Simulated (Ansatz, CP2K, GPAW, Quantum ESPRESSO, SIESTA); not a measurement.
# One structure in several programs: Rb3Zn (I4/mmm, 4 atoms in the cell)

Self-consistent single point, at a second geometry (lattice scaled by 0.98). First geometry:

```xyz
4
Lattice="-3.1397 3.1397 6.3175 3.1397 -3.1397 6.3175 3.1397 3.1397 -6.3175" Properties=species:S:1:pos:R:3 pbc="T T T"
Rb     0.0000     3.1397     3.1588
Rb     3.1397     0.0000     3.1588
Rb     0.0000     0.0000     6.3175
Zn     0.0000     0.0000     0.0000
```

Shared settings, as Ansatz (a program for electronic structure) writes them: kpoints.mp_grid.grid = 5 5 5; scf.occupations.method = gaussian; scf.occupations.width = 0.02 Ry. Potentials and cutoffs stand in the table.

```
code                                                                                                                                 model  ΔF from the first geometry (meV/atom)  pressure (GPa)       cutoff
----------------  ------------------------------------------------------------------------------------------------------------------------  -------------------------------------  --------------  -----------
CP2K                                                  LDA (Pade form), GPW, DZVP-MOLOPT-SR-GTH basis, GTH-PADE potentials (GTH_POTENTIALS)                                  -13.5           -0.53  grid 600 Ry
Ansatz                                                                                                 LDA (PW92), PAW files made with PBE                                  -14.4           -0.57      30.9 Ry
SIESTA            LDA PW92, numerical atomic orbitals DZP, PseudoDojo LDA standard norm-conserving potentials (rewritten from UPF to PSML)                                   -5.5           -0.01  grid 400 Ry
Quantum ESPRESSO                                                                       LDA (PZ), GBRV 1.5 ultrasoft (LDA) pseudopotentials                                  -14.7           -0.63        50 Ry
GPAW                                                                         LDA (Perdew-Wang 92), GPAW PAW datasets LDA (gpaw-data 1.0.1)                                  -14.4           -0.57       800 eV
```

The spread over the programs that give each value: ΔF from the first geometry within 9.2 meV/atom; pressure within 0.62 GPa.

CP2K and SIESTA use small atom-centred bases, whose incompleteness enters pressures, forces and empty levels differently from a plane-wave cutoff. Ansatz's pressure is given at a fixed set of plane waves, as the other plane-wave codes print theirs. The same LDA comes in different parametrisations, which differ slightly.

The starting cell comes from a database of computed structures (which also holds hypothetical and non-ambient phases and stackings), without a prior relaxation at this level. For this run, on top of that: lattice scaled by 0.98.

Left out of this page: Elk (not drawn, or without a comparable value); FLEUR (with a known weakness of the program).

Keys are those of Ansatz 0.2.
